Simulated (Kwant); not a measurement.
System: In0.53Ga0.47As/In0.52Al0.48As stack with 1 barrier. One parabolic valley. Leads of mass 0.041 mₑ with the band edge at 0; grid 0.1 nm; bias 0 V, dropping linearly over the stack.

```
layer  thickness (nm)  band offset (eV)  mass (mₑ)
-----  --------------  ----------------  ---------
1                 2.5              0.52      0.075
```

The device is made up for the run: typed textbook-type constants, with dimensions and the other settings drawn at random.

Computed with Kwant: one-band effective-mass tight-binding model in one dimension, coherent, no space charge.

Sweep values stay those of the base run.

Base results: transmission at E = 0.1109 eV 0.039; transmission at E = 0.3273 eV 0.13; transmission at E = 0.4454 eV 0.20; transmission at E = 0.2191 eV 0.080.

Question: What follows from this one change: height of the first barrier 0.52 → 0.31 eV?

Answer: transmission at E = 0.1109 eV 0.039 → 0.16; transmission at E = 0.3273 eV 0.13 → 0.38; transmission at E = 0.4454 eV 0.20 → 0.51; transmission at E = 0.2191 eV 0.080 → 0.27.

Question: What follows from this one change: mass in the first barrier 0.075 → 0.045 mₑ?

Answer: transmission at E = 0.1109 eV 0.039 → 0.085; transmission at E = 0.3273 eV 0.13 → 0.29; transmission at E = 0.4454 eV 0.20 → 0.41; transmission at E = 0.2191 eV 0.080 → 0.18.
